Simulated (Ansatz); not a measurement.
The reference is SnO2 in the rutile structure (space group P4_2/mnm, No. 136; a = 4.7692 Å, c = 3.2120 Å). Axes: x, y, z lie along a, b, c of the conventional cell.

Level of theory: Kohn–Sham DFT with the PBEsol functional, run in Ansatz (an electronic-structure program) with PAW and 420 eV plane waves, without spin-orbit coupling.

Before the change:

Valence-band top at Γ: 0.00, -0.77, -0.77 eV
Band gap: 0.92 eV

The change: the cell is compressed by 1.20 % along z with no lateral relaxation; the atoms relax in the strained cell.

### Question
What happens to the stress?

### Answer
The stress (xx, yy, zz, yz, xz, xy; compression positive) comes out as (1.78, 1.78, 5.04, 0.00, 0.00, 0.00) GPa.

### Question
Estimate the effect on the valence-band top at Γ.

### Answer
The valence-band top at Γ (three highest levels, from the VBM) becomes 0.00, -0.80, -0.80 eV (base: 0.00, -0.77, -0.77 eV).

### Question
What happens to the band gap?

### Answer
The band gap goes up by 0.16 eV, from 0.92 eV to 1.08 eV.

Whether these cells are dynamically stable was not tested.
